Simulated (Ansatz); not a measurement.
Start from InP in the zinc blende structure (space group F-43m, No. 216; a = 5.827 Å). Axes: x, y, z lie along the cube axes.

Computed with plane-wave PAW DFT at the LDA level (Ansatz, a first-principles code, 420 eV), no spin-orbit coupling.

Before the change:

| Quantity | Result |
|---|---|
| Gap character | direct at Γ |

Perturbation: tensor shear ε_xy = +1.43 % (engineering shear γ = 0.0286), atoms relaxed at fixed cell.

### Question
What does the calculation give for the gap character after the change?

### Answer
The gap character remains direct at Γ.

### Question
What happens to the stress?

### Answer
The stress (xx, yy, zz, yz, xz, xy; compression positive) is (0.01, 0.01, -0.01, 0.00, 0.00, -1.30) GPa.

The cells carry an imposed strain or load. Stability against distortions was not tested. Labels are those of the standard path for the cell's own space group.
